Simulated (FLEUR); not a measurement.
Input and output of a self-consistent single point for Yb (Fm-3m, 1 atom in the cell) (FLEUR).

Computed with LDA (Perdew-Zunger), all-electron FLAPW (FLEUR), scalar-relativistic valence.

```xyz
1
Lattice="0.0000 2.7382 2.7382 2.7382 0.0000 2.7382 2.7382 2.7382 0.0000" Properties=species:S:1:pos:R:3 pbc="T T T"
Yb     0.0000     0.0000     0.0000
```

Reference input (self-consistent single point, DFT, PBE, all-electron FLAPW (FLEUR), scalar-relativistic valence): Kmax = 3.8 1/bohr; GmaxXC = 15.2 1/bohr; xcFunctional = pbe; jspins = 1; l_soc = F; mode = hist; fermiSmearingEnergy = 0.00367493 Htr; mesh (inpgen div1-3) = 8 8 8; inpgen gamma flag = true; Gmax = 15.2 1/bohr; numbands = 0; maxIterBroyd = 25. This run's input differs from it in these lines:

```diff
@@ -13,2 +13,3 @@
 &comp jspins=1 /
+&exco xctyp='pz' /
 &kpt div1=8 div2=8 div3=8 gamma=t /
@@ -25,3 +26,3 @@
       <coreElectrons ctail="T" frcor="F" kcrel="0" coretail_lmax="0"/>
-      <xcFunctional name="pbe" relativisticCorrections="F"/>
+      <xcFunctional name="pz" relativisticCorrections="F"/>
       <magnetism jspins="1"/>
```

Output, abridged:

```
 Iteration:     1   Distance:      71.75071265 me/bohr^3
 Iteration:     2   Distance:      13.85790155 me/bohr^3
 Iteration:     3   Distance:      10.75166339 me/bohr^3
 Iteration:     4   Distance:      16.37885140 me/bohr^3
 Iteration:     5   Distance:       6.03833117 me/bohr^3
   [... 13 lines left out ...]
 Iteration:    19   Distance:       0.00014842 me/bohr^3
 Iteration:    20   Distance:       0.00012043 me/bohr^3
 Iteration:    21   Distance:       0.00008329 me/bohr^3
 Iteration:    22   Distance:       0.00000264 me/bohr^3
 Run finished successfully
 Stop message:
   Structural relaxation: Done

[file out, last iteration]
             iter=     23
[...]
          total density-effective poten   -2.4231193741E+04
          total charge density-energy d   -2.8593089266E+02
 Updated energy parameters for spin:           1
[...]
 fermi energy and band-weighting factors:
    0.346778    0.517508    0.604764

[...]
FERMIE:
          first approx. to ef    (T=0)  :   0.184810 htr   (energy of the highest occ. eigenvalue)
          number of occ. states  (T=0)  :        348
          first approx. to seigv (T=0)  :  -5.138709 htr
          sum of weights of occ. states :  12.000000
          sum of semicore charge        :   0.000000 e
FERHIS:  Fermi-Energy by histogram:
          bandgap                     :   0.000153 htr
   [... lines left out ...]
          charge neutrality (T=0)     :   0.000000    (zero if the highest occ. eigenvalue is "entirely" occupied)
     EF_NEWTON:  Adjust Fermi-Energy by Newton-Method.
 Direct bandgap for spin            1 :    1.0135060960290709E-002  Htr
   [... lines left out ...]
 ---->    (input%tkb*entropy) TS=              0.0028115033 htr
 ---->    free energy=                    -14067.2935925247 htr
      extrapolation for T->0
 ---->    total electron energy=          -14067.2921867730 htr
 ***** TOTAL FORCES ON ATOMS *****
 TOTAL FORCE FOR ATOM TYPE=  1  X=  0.000   Y=  0.000   Z=  0.000
                       FX_TOT= 0.000000 FY_TOT= 0.000000 FZ_TOT= 0.000000
 Structural relaxation: Done
```

The run converged in 22 iterations. FLEUR gives forces in its relaxation mode, with a further iteration, so its stop message speaks of a relaxation. 

The starting cell comes from a database of computed structures (which also holds hypothetical and non-ambient phases and stackings), without a prior relaxation at this level. Its lattice was rescaled by a random factor within 2.5 % of one. Spin-orbit coupling is off. Spin polarisation is off. Values depend on the basis (sphere radii, cutoffs, local orbitals), which need not be converged. The log's line on a gap gives a spacing of levels on this mesh, which the program prints for metals too.

Cost on one core of a shared machine: roughly 30 s.
